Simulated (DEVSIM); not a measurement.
Device: Schottky contact on p-type GaAs, at 300 K.

Layer 1 from the left is GaAs, thickness (μm) 0.920, Na (cm⁻³) 5.1e17, τn (s) 8.8e-8, τp (s) 8.8e-8.

Left contact: Schottky, work function 4.454 eV, emission velocity 2.5e6 cm/s. Right contact: ohmic. Voltage is applied to the left contact. Recombination: SRH at mid-gap, radiative. Mobility is constant in doping.

This is a model device: material constants are rounded textbook-type values typed into the input, and sizes, dopings and lifetimes were drawn at random. Values at 300 K.

GaAs: gap (eV) 1.424, affinity (eV) 4.07, permittivity 12.9, Nc (cm⁻³) 4.7e17, Nv (cm⁻³) 9e18, μn (cm²/Vs) 8500, μp (cm²/Vs) 400, B (cm³/s) 2e-10.

DEVSIM, 1D drift-diffusion, Boltzmann statistics, complete ionisation; no tunnelling, impact ionisation, image-force lowering or self-heating. Metal contacts follow the ideal Schottky-Mott rule: no Fermi-level pinning, no interface dipoles.

Dark forward current:

| |V| (V) | |J| (A/cm²) |
|---|---|
| 0.05 | 7.184e-11 |
| 0.10 | 5.640e-10 |
| 0.15 | 3.956e-9 |
| 0.20 | 2.737e-8 |
| 0.25 | 1.892e-7 |
| 0.30 | 1.307e-6 |
| 0.35 | 9.035e-6 |
| 0.40 | 6.244e-5 |
| 0.45 | 0.0004314 |
| 0.50 | 0.002980 |
| 0.55 | 0.02058 |
| 0.60 | 0.1421 |
| 0.65 | 0.9802 |
| 0.70 | 6.752 |
| 0.75 | 46.27 |
| 0.80 | 308.7 |
| 0.85 | 1795 |
| 0.90 | 6974 |

Work out the local ideality factor n = ΔV / (kT/q · ln(J2/J1)) between the rows 0.15 and 0.20 V, 0.85 and 0.90 V.

kT/q = 25.85 mV. From 0.15 to 0.20 V: ln(2.737e-8/3.956e-9) = 1.934, n = 1.00, near the 1 of diffusion or emission over a barrier. From 0.85 to 0.90 V: ln(6974/1795) = 1.357, n = 1.43; the layers' resistance at their doping, Σ W/(qμN) = 2.8e-6 Ω cm², would take 15 mV of this step of 50 mV.

Estimate the current at 0.45 V for emission alone, J0 = q v N_band exp(−φB/kT), and read the barrier back from the simulated current.

φB = 1.040 eV, N_band = 9.00e18 cm⁻³, J0 = 1.21e-11 A/cm²; J = J0 (exp(qV/kT) − 1) = 0.000441 A/cm². The simulation gives 0.000431 A/cm²; the estimate lies 2.3 % above. Read backwards, the simulated current gives an apparent barrier of 1.041 eV. The estimate leaves out transport through the depletion region and minority injection.
